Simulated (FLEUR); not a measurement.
Worked example: self-consistent single point of BaGaSi (P-6m2, 3 atoms in the cell) in FLEUR.

Computed with LDA (Perdew-Zunger), all-electron FLAPW (FLEUR), scalar-relativistic valence run with FLEUR.

```
BaGaSi
1.0
    4.28357     0.00000     0.00000
   -2.14178     3.70968     0.00000
    0.00000     0.00000     5.23811
Ba Ga Si
1 1 1
Cartesian
  0.00000   0.00000   0.00000
  0.00000   2.47312   2.61905
  2.14179   1.23656   2.61905
```

Reference input (self-consistent single point, DFT, PBEsol, all-electron FLAPW (FLEUR), scalar-relativistic valence): Kmax = 4.6 1/bohr; GmaxXC = 18.4 1/bohr; xcFunctional = PBEs; jspins = 1; l_soc = F; mode = hist; fermiSmearingEnergy = 0.00367493 Htr; mesh (inpgen div1-3) = 7 7 5; inpgen gamma flag = false; Gmax = 18.4 1/bohr; numbands = 0; maxIterBroyd = 25. This run's input differs from it in these lines:

```diff
@@ -15,3 +15,3 @@
 &comp jspins=1 /
-&exco xctyp='PBEs' /
+&exco xctyp='pz' /
 &kpt div1=7 div2=7 div3=5 /
@@ -28,3 +28,3 @@
       <coreElectrons ctail="T" frcor="F" kcrel="0" coretail_lmax="0"/>
-      <xcFunctional name="PBEs" relativisticCorrections="F"/>
+      <xcFunctional name="pz" relativisticCorrections="F"/>
       <magnetism jspins="1"/>
```

Output (repeated stretches shortened):

```
 Iteration:     1   Distance:       5.64195968 me/bohr^3
 Iteration:     2   Distance:       5.16293148 me/bohr^3
 Iteration:     3   Distance:       2.73014500 me/bohr^3
 Iteration:     4   Distance:       0.83707770 me/bohr^3
 Iteration:     5   Distance:       0.38139924 me/bohr^3
   [... 8 lines left out ...]
 Iteration:    14   Distance:       0.00005533 me/bohr^3
 Iteration:    15   Distance:       0.00002096 me/bohr^3
 Iteration:    16   Distance:       0.00001147 me/bohr^3
 Iteration:    17   Distance:       0.00000076 me/bohr^3
 Run finished successfully
 Stop message:
   Structural relaxation: Done

[file out, last iteration]
             iter=     18
[...]
          total density-effective poten   -1.7221589218E+04
          total charge density-energy d   -2.8473794705E+02
 Updated energy parameters for spin:           1
[...]
 fermi energy and band-weighting factors:

[...]
FERMIE:
          first approx. to ef    (T=0)  :   0.272267 htr   (energy of the highest occ. eigenvalue)
          number of occ. states  (T=0)  :        326
          first approx. to seigv (T=0)  :  -4.334483 htr
          sum of weights of occ. states :  13.506122
          sum of semicore charge        :   0.000000 e
FERHIS:  Fermi-Energy by histogram:
          bandgap                     :   0.001882 htr
   [... lines left out ...]
          charge neutrality (T=0)     :   0.012245    (zero if the highest occ. eigenvalue is "entirely" occupied)
     EF_NEWTON:  Adjust Fermi-Energy by Newton-Method.
 Direct bandgap for spin            1 :    2.4810854539202176E-002  Htr
 ---->    free energy=                    -10363.5552616552 htr
   [... lines left out ...]
 TOTAL FORCE FOR ATOM TYPE=  1  X=  0.000   Y=  0.000   Z=  0.000
                       FX_TOT= 0.000000 FY_TOT= 0.000000 FZ_TOT= 0.000000
 TOTAL FORCE FOR ATOM TYPE=  2  X=  4.047   Y= -2.337   Z=  4.949
                       FX_TOT= 0.000000 FY_TOT= 0.000000 FZ_TOT= 0.000000
 TOTAL FORCE FOR ATOM TYPE=  3  X= -4.047   Y=  2.337   Z=  4.949
                       FX_TOT= 0.000000 FY_TOT= 0.000000 FZ_TOT= 0.000000
 Structural relaxation: Done
```

The run converged in 17 iterations. FLEUR gives forces in its relaxation mode, with a further iteration, so its stop message speaks of a relaxation. 

The starting cell comes from a database of computed structures (which also holds hypothetical and non-ambient phases and stackings), without a prior relaxation at this level. Its lattice was rescaled by a random factor within 2.5 % of one. Values depend on the basis (sphere radii, cutoffs, local orbitals), which need not be converged. The log's line on a gap gives a spacing of levels on this mesh, which the program prints for metals too.

Cost on one core of a shared machine: roughly 3 min.
